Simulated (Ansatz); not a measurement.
Take ZrC in the rock salt structure (space group Fm-3m, No. 225; a = 4.669 Å; relaxed with 0.1 eV smearing) as the base. Axes: x, y, z lie along the cube axes.

The values are results of PBEsol/PAW in Ansatz (an electronic-structure program), no SOC, not measurements.

For the base:

| Quantity | Value |
|---|---|
| Band gap | zero |
| Shortest interatomic distance | 2.335 Å |

One thing is altered: tensor shear ε_yz = +3.60 % (engineering shear γ = 0.0720); the atoms relax in the strained cell.

Q: Predict the new stress.

A: The stress (xx, yy, zz, yz, xz, xy; compression positive) is (-0.2, 0.5, 0.5, -11.2, 0.0, 0.0) GPa.

Q: What does the calculation give for the energy relative to the base after the change?

A: The energy goes up by 32 meV/atom.

Q: What does the calculation give for the band gap after the change?

A: The band gap stays zero.

Q: Estimate the effect on the shortest interatomic distance.

A: The shortest interatomic distance stays 2.335 Å.

Stability against distortions was not tested. The final runs are not spin-polarised.
